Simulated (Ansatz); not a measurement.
Results of PBEsol+SOC in Ansatz (PAW) for Ta₂O₅ (C2/m, No. 12, 7 atoms in the cell; start mp-1218141).

Run with plane-wave cutoff 520 eV, 10×10×10 k mesh, Fermi–Dirac smearing 0.01 eV, PAW data made under PBE.

Cell (relaxed with PBE-D3(BJ)):

```
Ta2O5
1.0
    3.84013     0.00489    -0.27525
   -0.00355     3.89232     0.01948
   -1.45264    -0.07028     6.65411
Ta O
2 5
Direct
  0.85148   0.02675   0.05293
  0.55995   0.97325   0.46993
  0.85425   0.50747   0.05845
  0.55717   0.49253   0.46441
  0.39072   0.00137   0.13143
  0.02070   0.99863   0.39143
  0.70573   0.00000   0.76143
```

Question: Predict the band gap, smallest direct gap on the k points sampled and direct gap at Γ.

Answer: 
- band gap = 2.24 eV (indirect)
- smallest direct gap on the k points sampled = 2.98 eV
- direct gap at Γ = 2.99 eV

Note: cell and atoms aren't relaxed at this level (largest force component 0.07 eV/Å, pressure -3.4 GPa).

Static lattice: no zero-point or thermal effects.

A start named mp-… is a Materials Project structure, which need not be a measured phase.

Ansatz is an electronic-structure program.
